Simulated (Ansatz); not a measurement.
Input:

```
PbO
1.0
    3.96957     0.00000     0.00000
    0.00000     3.96957     0.00000
    0.00000     0.00000     4.70729
Pb O
2 2
Direct
  0.50000   0.00000   0.25053
  0.00000   0.50000   0.74947
  0.00000   0.00000   0.00000
  0.50000   0.50000   0.00000
```

No spin polarisation.

The values are results of DFT with PBEsol-D3(BJ), PAW potentials and a 420 eV plane-wave cutoff in Ansatz (a quantum-chemistry and plane-wave program), no spin-orbit coupling, not measurements. Γ-centred 8×8×7 mesh, Fermi–Dirac width 0.05 eV.

Question: Predict the gap character, band gap and space group.

Answer: 
- Gap character: indirect, M–Γ (79 % along) → M
- Band gap: 0.90 eV
- Space group: P4/nmm (No. 129)

Spin-orbit coupling, missing from the scalar runs, can matter with Pb. Stability against distortions was not tested. The cell was made from SnO by this change: Sn → Pb.
